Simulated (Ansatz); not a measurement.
The reference is AlAs in the zinc blende structure (space group F-43m, No. 216; a = 5.674 Å). Axes: x, y, z lie along the cube axes.

All numbers come from plane-wave PAW DFT at the PBEsol level (Ansatz, an electronic-structure program, 420 eV), scalar-relativistic without spin-orbit coupling, earlier PAW set.

For the base:

| Property | Value |
|---|---|
| Valley order | X along ⟨100⟩ 1.34 eV; Γ 1.91 eV; L along ⟨111⟩ 2.06 eV |
| Valence-band top at Γ | 0.00, 0.00, 0.00 eV |

One thing is altered: the symmetric strain tensor [0.0144 -0.0040 0.0060; -0.0040 0.0047 0.0047; 0.0060 0.0047 -0.0044], atoms relaxed at fixed cell.

Question: What happens to the energy relative to the base, valley order and valence-band top at Γ?

Answer: The energy increases by 2.8 meV/atom; the valley order (the lowest conduction-band minima on the path, energy above the VBM, named in the base's zone) becomes X along [001] 1.23 eV; X along [010] 1.27 eV; X along [100] 1.32 eV; Γ 1.70 eV (base: X along ⟨100⟩ 1.34 eV; Γ 1.91 eV; L along ⟨111⟩ 2.06 eV); the valence-band top at Γ (three highest levels, from the VBM) changes from 0.00, 0.00, 0.00 eV to 0.00, -0.11, -0.16 eV.

The levels and masses belong to the bands next to the band gap. Stability against distortions was not tested.
